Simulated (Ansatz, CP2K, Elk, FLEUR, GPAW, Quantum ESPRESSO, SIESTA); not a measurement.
One structure in several programs: SnO2 (P4_2/mnm, 6 atoms in the cell)

Self-consistent single point.

```
SnO2
1.0
    4.74000     0.00000     0.00000
    0.00000     4.74000     0.00000
    0.00000     0.00000     3.19000
Sn O
2 4
Cartesian
  0.00000   0.00000   0.00000
  2.37000   2.37000   1.59500
  1.45518   1.45518   0.00000
  3.82518   0.91482   1.59500
  0.91482   3.82518   1.59500
  3.28482   3.28482   0.00000
```

All programs got the same cell, k-point mesh and kind of occupations (in Ansatz's words: kpoints.mp_grid.grid = 4 4 5; scf.occupations.method = fermi_dirac; scf.occupations.width = 0.01 eV); potentials, basis and cutoffs are each program's usual ones.

```json
[
 {"code": "CP2K", "model": "PBE, GPW, DZVP-MOLOPT-SR-GTH basis, GTH-PBE potentials (GTH_POTENTIALS)", "largest force (eV/Å)": "0.072", "gap on the mesh (eV)": "1.056", "k-points": "42", "cutoff": "grid 450 Ry"},
 {"code": "Ansatz", "model": "PBE, default PAW files", "largest force (eV/Å)": "0.248", "gap on the mesh (eV)": "1.254", "k-points": "18", "cutoff": "default"},
 {"code": "GPAW", "model": "PBE, GPAW PAW datasets PBE (gpaw-data 1.0.1)", "largest force (eV/Å)": "0.228", "gap on the mesh (eV)": "1.287", "k-points": "18", "cutoff": "900 eV"},
 {"code": "Elk", "model": "PBE, all-electron FP-LAPW, Elk's shipped species files, LAPW+lo basis", "largest force (eV/Å)": "–", "gap on the mesh (eV)": "1.200", "k-points": "18", "cutoff": "rgkmax 7.5"},
 {"code": "SIESTA", "model": "GGA PBE, numerical atomic orbitals TZP, PseudoDojo PBE standard norm-conserving potentials (rewritten from UPF to PSML)", "largest force (eV/Å)": "0.165", "gap on the mesh (eV)": "0.978", "k-points": "44", "cutoff": "grid 350 Ry"},
 {"code": "Quantum ESPRESSO", "model": "PBE, GBRV 1.5 ultrasoft (PBE) pseudopotentials", "largest force (eV/Å)": "0.252", "gap on the mesh (eV)": "1.264", "k-points": "18", "cutoff": "40 Ry"},
 {"code": "FLEUR", "model": "PBE, all-electron FLAPW (FLEUR), scalar-relativistic valence", "largest force (eV/Å)": "–", "gap on the mesh (eV)": "1.230", "k-points": "18", "cutoff": "Kmax 4.7 1/bohr"}
]
```

A dash marks a value that a program does not give, or that is left out as unsure.

Gaps are read on the mesh.

The spread over the programs that give each value: largest force within 0.180 eV/Å; gap on the mesh within 0.309 eV.

The starting cell has typed, rounded lattice constants, without a prior relaxation at this level. On Ansatz's run: In the base run, with a pressure of about 11 GPa the cell is away from its equilibrium volume at this level.

Why do the programs differ, and what cannot be compared?

Differences of this kind can come from the potentials, where these differ, and from what each basis and cutoff leave unconverged. The valence holds different numbers of electrons (CP2K 32, Ansatz (a first-principles code) 52, GPAW 52, SIESTA 52, Quantum ESPRESSO 52, FLEUR 52). The zero of total energies and Fermi levels follows the potentials and each program's conventions, so they are not compared here. CP2K and SIESTA use small atom-centred bases, whose incompleteness enters pressures, forces and empty levels differently from a plane-wave cutoff. Elk and FLEUR treat all electrons, but the usual bases taken here (sphere radii, linearisation, local orbitals, empty states) were not tested for convergence, so the values are no reference for the others. The programs reduce the same mesh by symmetry to different extents, which changes the work and not the result. In the pressure, CP2K (by 3.43) and SIESTA (by 3.20) lie more than 1 GPa from the median of the plane-wave programs. In the gap, CP2K (by 0.207) and SIESTA (by 0.286) lie more than 0.12 eV from the median of the plane-wave programs. In the force vectors, CP2K (by 0.177) and SIESTA (by 0.082) lie more than 0.08 eV/Å from the median of the plane-wave programs.

Left out of this page: ABINIT (with a known weakness of the program).

Keys are those of Ansatz 0.2.
